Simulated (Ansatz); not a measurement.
The starting structures come from a database of crystals and need not be the phases stable at ambient conditions.

 Where the default PAW files enter, the runs use the earlier of Ansatz's two default sets.

Data:

```
CELL_PARAMETERS angstrom
      4.70672     0.00000     0.00000
      2.24753     5.57053     0.00000
     -2.23761    -0.59231     4.01866
ATOMIC_POSITIONS crystal
  Li 0.86723 0.33804 0.74358
  Li 0.13277 0.66196 0.25642
  Be 0.27400 0.15412 0.35592
  Be 0.72600 0.84588 0.64408
  B  0.59941 0.22778 0.07053
  B  0.40059 0.77222 0.92947
  O  0.90229 0.23866 0.32778
  O  0.09771 0.76134 0.67222
  O  0.31285 0.29120 0.12656
  O  0.68715 0.70880 0.87344
  O  0.57815 0.15449 0.74306
  O  0.42185 0.84551 0.25694
```

Space group of this cell: P-1. The cell is taken as given; by r2SCAN its mean pressure is -4.5 GPa.

Transport runs along the normal of the first two printed cell vectors.

No gap correction and no spin-orbit coupling; mid-gap values are interpolated between computed energies.

**Question.** Predict the band gap and the smallest decay constant κ at mid-gap from r2SCAN (Ansatz, a program for electronic structure).

**Answer.** Gap 6.68 eV on a 8×6×8 mesh; κ = 0.510 1/Å, at the zone centre.
